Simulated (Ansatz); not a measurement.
We consider SiO₂ (model structure, started from the 3R-MoS2 type, R3m, No. 160, 3 atoms in the cell), described by PBEsol (Ansatz, a program for electronic structure, plane waves, PAW).

Settings: plane-wave cutoff 520 eV, 16×16×16 k mesh, Fermi–Dirac smearing 0.01 eV, scalar-relativistic PAW data made under PBE.

Cell (relaxed at this level):

Space group R3m, hexagonal axes (No. 160); a = b = 2.604 Å, c = 17.323 Å, α = β = 90.00°, γ = 120.00°

```tsv
atom	site	symmetry	x	y	z
Si	3a	3m	0.0000	0.0000	0.0000
O	3a	3m	0.0000	0.0000	0.2709
O	3a	3m	0.0000	0.0000	0.3958
```
(The calculation used a cell of 3 atoms; values per cell refer to that cell.)

Task: Give the computed band gap and smallest direct gap on the k points sampled.

Result: 
- band gap = 3.33 eV (indirect)
- smallest direct gap on the k points sampled = 3.97 eV

Note: the relaxation could raise the start's symmetry but not lower it, so the cell can be a saddle point; the cell has widely spaced layers and the level no dispersion term, so their spacing and the moduli can rest on weak binding.

The result took roughly 26 core-seconds.

A model structure was made by putting elements into a prototype or built by hand; it is no filed structure, need not be a known phase, and can be a saddle point held by its symmetry.
